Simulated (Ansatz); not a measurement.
Consider the following.

```
CELL_PARAMETERS angstrom
      2.87862     0.00000     0.00000
     -1.43931     2.49296     0.00000
      0.00000     0.00000     2.80350
ATOMIC_POSITIONS crystal
  W  0.00000 0.00000 0.00000
  C  0.33333 0.66667 0.50000
```

No spin polarisation.

The values are results of PBE, PAW, 420 eV (Ansatz, an electronic-structure program; no SOC), not measurements. k-mesh 23×23×20 (Γ-centred); smearing 0.1 eV (Fermi–Dirac).

### Question
What is the computed space group?

### Answer
P-6m2 (No. 187).

### Question
Estimate the band gap.

### Answer
Zero.

### Question
What is the computed pressure (mean of the normal stresses, compression positive)?

### Answer
19.3 GPa.

The cells carry an imposed strain or load. Whether these cells are dynamically stable was not tested. All final runs are without spin polarisation. The cell was made from WC (space group P-6m2, No. 187) by this change: isotropic strain −1.50 %.
